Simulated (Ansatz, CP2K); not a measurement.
An Ansatz (a quantum-chemistry and plane-wave program) input for a self-consistent single point of PtAl2 (Fm-3m, 3 atoms in the cell) (DFT, PBEsol, plane waves, default PAW files made with PBE):

Ansatz 0.2 input:
```yaml
crystal:
  lattice:
    - [0.00000000, 2.94406600, 2.94406600]
    - [2.94406600, 0.00000000, 2.94406600]
    - [2.94406600, 2.94406600, 0.00000000]
  atoms:
    - { symbol: Al, position: [0.25000000, 0.25000000, 0.25000000] }
    - { symbol: Al, position: [0.75000000, 0.75000000, 0.75000000] }
    - { symbol: Pt, position: [0.00000000, 0.00000000, 0.00000000] }
kpoints:
  mp_grid:
    grid: [8, 8, 8]
hamiltonian:
  xc: pbesol
  pseudopotentials:
    kind: paw
scf:
  occupations:
    method: fermi_dirac
    width: 0.136
output:
  forces: true
  eigenvalues: true
  stress: true
```

Question: Translate this input to CP2K.

Answer: This is the input that was run; spellings and numerical settings could be chosen otherwise.

```
&GLOBAL
  PROJECT scf
  RUN_TYPE ENERGY_FORCE
  PRINT_LEVEL LOW
&END GLOBAL
&FORCE_EVAL
  METHOD Quickstep
  STRESS_TENSOR ANALYTICAL
  &DFT
    BASIS_SET_FILE_NAME BASIS_MOLOPT
    POTENTIAL_FILE_NAME GTH_POTENTIALS
    &QS
      METHOD GPW
      EPS_DEFAULT 1E-11
    &END QS
    &MGRID
      CUTOFF 500
      REL_CUTOFF 50
      NGRIDS 5
    &END MGRID
    &SCF
      SCF_GUESS ATOMIC
      EPS_SCF 1E-6
      MAX_SCF 100
      ADDED_MOS 5
      &DIAGONALIZATION
        ALGORITHM STANDARD
      &END DIAGONALIZATION
      &MIXING
        METHOD BROYDEN_MIXING
        ALPHA 0.3
        NBUFFER 10
        BETA 1.5
      &END MIXING
      &SMEAR ON
        METHOD FERMI_DIRAC
        ELECTRONIC_TEMPERATURE [K] 1578.21
      &END SMEAR
    &END SCF
    &KPOINTS
      SCHEME MONKHORST-PACK 8 8 8
      GAMMA_CENTERED T
    &END KPOINTS
    &XC
      &XC_FUNCTIONAL
        &PBE
          PARAMETRIZATION PBESOL
        &END PBE
      &END XC_FUNCTIONAL
    &END XC
    &PRINT
      &MO
        EIGENVALUES T
        OCCUPATION_NUMBERS T
        NDIGITS 8
        FILENAME mo
        &EACH
          QS_SCF 0
        &END EACH
        ADD_LAST NUMERIC
      &END MO
      &MULLIKEN OFF
      &END MULLIKEN
    &END PRINT
  &END DFT
  &SUBSYS
    &CELL
      ABC 4.16353800 4.16353828 4.16353841
      ALPHA_BETA_GAMMA 60.00000248 60.00000322 60.00000222
      PERIODIC XYZ
    &END CELL
    &COORD
      SCALED
      Al       0.25000000     0.25000000     0.25000000
      Al       0.75000000     0.75000000     0.75000000
      Pt       0.00000000     0.00000000     0.00000000
    &END COORD
    &KIND Al
      BASIS_SET DZVP-MOLOPT-SR-GTH-q3
      POTENTIAL GTH-PBE-q3
    &END KIND
    &KIND Pt
      BASIS_SET DZVP-MOLOPT-SR-GTH-q18
      POTENTIAL GTH-PBE-q18
    &END KIND
  &END SUBSYS
  &PRINT
    &FORCES ON
    &END FORCES
    &STRESS_TENSOR ON
    &END STRESS_TENSOR
  &END PRINT
&END FORCE_EVAL
```

Basis settings and potentials, where a program has them, do not carry over. This input uses DFT PBEsol, GPW, DZVP-MOLOPT-SR-GTH basis, GTH-PBE potentials (GTH_POTENTIALS). Both were run: pressure 0.63 GPa in Ansatz and 2.15 in CP2K. Ansatz's pressure is the one without its finite-basis correction.

On CP2K: the starting cell has typed, rounded lattice constants, without a prior relaxation at this level. Its lattice was rescaled by a random factor within 2.5 % of one. Spin polarisation is off. Values carry the incompleteness of an atom-centred basis. The potentials were made for another functional than the one used.

On Ansatz: the starting cell has typed, rounded lattice constants, without a prior relaxation at this level. Its lattice was rescaled by a random factor within 2.5 % of one. Spin polarisation is off.
